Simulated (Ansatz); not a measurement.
Input:

```xyz
2
Lattice="0.0000 2.8297 2.8297 2.8297 0.0000 2.8297 2.8297 2.8297 0.0000" Properties=species:S:1:pos:R:3 pbc="T T T"
As     4.2446     4.2446     4.2446
Ga     0.0000     0.0000     0.0000
```

No spin polarisation.

0.136 electrons added to each cell, a density of 3.0×10^21 cm⁻³, with a uniform compensating background at fixed cell and a 300 K Fermi–Dirac width.

The values are results of Kohn–Sham DFT with the PBEsol functional, run in Ansatz (a program for electronic structure) with PAW and 420 eV plane waves, no SOC, earlier PAW set, not measurements. Γ-centred 23×23×23 mesh, Fermi–Dirac width 0.0259 eV.

Task: Predict the gap between the host's bands.

Result: 0.42 eV.

Task: Estimate the Fermi level relative to the doped band's edge (positive inside the band; to 0.05 eV).

Result: +1.10 eV.

Task: Predict the gap character.

Result: Direct at Γ.

Carriers are added with a uniform compensating background; total energy and stress of such cells depend on the potential's zero and are not compared; many-body gap narrowing is missing at this level. No phonon test of stability was made. The cell was made from GaAs in the zinc blende structure (space group F-43m, No. 216) by this change: electrons 3.0×10^21 cm⁻³.
